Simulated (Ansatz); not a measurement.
Worked calculations on one periodic cell of amorphous silicon oxynitride (Si₂₈O₁₄N₂₈): Si28O14N28, 70 atoms, volume 931.6 Å³, made by a melt-quench on the CHGNet potential and relaxed with DFT. O and N atoms were pushed apart under 1.9 Å during the dynamics, to hinder bonds among them. It is a model cell: composition and starting density were chosen by hand, and all elements were melted together. Level of theory: PBE, scalar-relativistic without spin-orbit coupling (plane waves to 420 eV, PAW; Ansatz, a program for electronic structure). Sampling: a 2×2×2 Γ-centred mesh; Fermi-Dirac width 0.02 eV; no spin polarisation. Its volume was held where the quench left it, its shape was held as a cube, and it stands at a mean pressure of -4.2 GPa with stress components up to 7.0 GPa; the relaxation ran on the zone centre alone. Its density went from a set 2.50 to 2.50 g/cm³. The cell is small and was quenched far faster than a real film, so it is one sample of the glass.

Count formal charges (Si +4, O -2, N -3). What does the count lead one to expect at the Fermi level, and what does the calculation give?

28 × (+4) + 14 × (-2) + 28 × (-3) = 0. The charges balance, so the anion-derived valence states can be full and a gap can open. On this mesh the highest filled and lowest empty level lie 2.62 eV apart, the PBE gap of this cell, with a localised state at one edge or both.

The cell was scaled and its atoms relaxed again at each volume (the zone centre alone): 903.7 Å³, -1.19 GPa; 931.6 Å³, -4.21 GPa; 987.5 Å³, -9.43 GPa.

Estimate the bulk modulus over this range from B = −dP/d ln V.

Between the ends: −(-9.43 − -1.19) / ln(987.5/903.7) = 93 GPa, a mean over the range at 0 K with the atoms relaxed.
